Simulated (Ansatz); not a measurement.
For Ga₂O₃ (model structure, started from the Bi2O3 type, P6₃mc, No. 186, 20 atoms in the cell), PBE-D3(BJ) in Ansatz (PAW) gives:

| Quantity | Value |
|---|---|
| lattice constant a | 7.129 Å |
| lattice parameter c | 4.843 Å |
| cohesive energy | 4.56 eV/atom |

Task: What does r²SCAN in Ansatz (plane waves, PAW) give for the same quantities?

Result: 
- lattice constant a: 7.085 Å (drops by 0.6 %)
- lattice parameter c: 4.801 Å (falls by 0.9 %)
- cohesive energy: 4.50 eV/atom (drops by 0.06 eV/atom)

Changes are worked out from the printed values.

Unless a cell is named, each level is at its own relaxed cell (PBE-D3(BJ) 10.66, r²SCAN 10.44 Å³/atom).

Ansatz's density-functional and Hartree–Fock values are scalar-relativistic unless marked +SOC, with PAW data made under PBE.

A model structure was made by putting elements into a prototype or built by hand; it is no filed structure, need not be a known phase, and can be a saddle point held by its symmetry.

Ansatz is a program for electronic structure.
